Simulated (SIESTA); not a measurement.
Input and output of a self-consistent single point for AlInAg₂Se₄ (I-4, 8 atoms in the cell) (SIESTA).

Method: LDA PW92, numerical atomic orbitals DZP, PseudoDojo LDA standard norm-conserving potentials (rewritten from UPF to PSML) run with SIESTA.

The change in words: lattice scaled by 0.98. Reference geometry:
```xyz
8
Lattice="-3.0592 3.0592 5.8024 3.0592 -3.0592 5.8024 3.0592 3.0592 -5.8024" Properties=species:S:1:pos:R:3 pbc="T T T"
Al     3.0592     0.0000     2.9012
In     0.0000     0.0000     0.0000
Ag     0.0000     3.0592     2.9012
Ag     0.0000     0.0000     5.8024
Se     1.6516     1.4330     4.2654
Se     4.4922     1.4076     1.5369
Se     1.4076     1.6262    -1.5369
Se    -1.4330     1.6516     7.3393
```

Reference input (self-consistent single point, DFT, LDA PW92, numerical atomic orbitals DZP, PseudoDojo LDA standard norm-conserving potentials (rewritten from UPF to PSML)): XC.functional = LDA; XC.authors = PW92; potentials = PseudoDojo LDA standard; PAO.BasisSize = DZP; PAO.EnergyShift = 0.01 Ry; MeshCutoff = 400 Ry; kgrid.MonkhorstPack = 3 3 3; OccupationFunction = FD; ElectronicTemperature = 580.23 K; MaxSCFIterations = 150; SCF.Mixer.Method = Broyden; SCF.Mixer.Weight = 0.2. This run's input differs from it in these lines:

```diff
@@ -14,5 +14,5 @@
 %block LatticeVectors
-    -3.059215000    3.059215000    5.802380000
-     3.059215000   -3.059215000    5.802380000
-     3.059215000    3.059215000   -5.802380000
+    -2.998031000    2.998031000    5.686332000
+     2.998031000   -2.998031000    5.686332000
+     2.998031000    2.998031000   -5.686332000
 %endblock LatticeVectors
```

Log, with long lists cut:

```
        iscf     Eharris(eV)        E_KS(eV)     FreeEng(eV)     dDmax    Ef(eV) dHmax(eV)
   scf:    1   -23411.682624   -23461.292092   -23461.305527  1.254694 -2.308056 23.994482
   scf:    2   -23493.917154   -23485.216708   -23485.216914  0.319951 -3.837841  4.408326
   scf:    3   -23486.216174   -23485.769027   -23485.769193  0.066869 -3.953765  2.623219
   scf:    4   -23486.075336   -23485.978307   -23485.978501  0.073880 -4.097134  0.431761
   scf:    5   -23485.990259   -23485.987168   -23485.987407  0.010118 -4.128351  0.095116
   [... 5 lines left out ...]
   scf:   11   -23485.988239   -23485.988239   -23485.988490  0.000036 -4.136647  0.001509
   scf:   12   -23485.988239   -23485.988239   -23485.988490  0.000021 -4.136660  0.000885
   scf:   13   -23485.988239   -23485.988239   -23485.988491  0.000011 -4.136671  0.000598
   scf:   14   -23485.988239   -23485.988239   -23485.988491  0.000008 -4.136677  0.000409
SCF Convergence by DM+H criterion
max |DM_out - DM_in|         :     0.0000075475
max |H_out - H_in|      (eV) :     0.0004091824
SCF cycle converged after 14 iterations

Using DM_out to compute the final energy and forces

siesta: E_KS(eV) =           -23485.9882

siesta: E_KS - E_eggbox =    -23485.9882

siesta: Atomic forces (eV/Ang):
     1   -0.000090   -0.000052   -0.000016
     2    0.000080   -0.000064    0.000239
     3   -0.000298   -0.000158    0.000224
     4    0.000272    0.000143    0.000328
     5   -0.334201   -0.025991   -0.078979
     6   -0.026666    0.335725    0.078455
     7    0.334398    0.025120   -0.079904
     8    0.026033   -0.335206    0.079446
   Tot   -0.000472   -0.000484   -0.000208
   Max    0.335725
   Res    0.140886    sqrt( Sum f_i^2 / 3N )
   Max    0.335725    constrained

   [... lines left out ...]
siesta: FreeEng =    -23485.988491
siesta: Cell volume =        204.439327 Ang**3
siesta:          -9.12141994         -9.57508128  kBar
   [... lines left out ...]

              0.037   0.038

mulliken: Qtot =      118.000

Mulliken Atomic Populations:
Atom #   charge [q] valence [e]  Species
     1    -0.883442    3.883442  Al
     2    -0.288204   13.288204  In
     3    -0.068810   19.068810  Ag
     4    -0.051976   19.051976  Ag
     5     0.323122   15.676878  Se
     6     0.323097   15.676903  Se
     7     0.323114   15.676886  Se
     8     0.323099   15.676901  Se
 Total    -0.000000
```

The run converged in 14 iterations. Against the reference run the free energy drops by 26.3 meV/atom, the pressure goes from -4.19 to -0.91 GPa, the largest force goes from 0.269 to 0.346 eV/Å and the gap on the mesh goes from 0.364 to 0.558 eV.

The starting cell comes from a database of computed structures (which also holds hypothetical and non-ambient phases and stackings), without a prior relaxation at this level. For this run, on top of that: lattice scaled by 0.98. Values carry the incompleteness of an atom-centred basis.

Cost on one core of a shared machine: roughly 60 s.
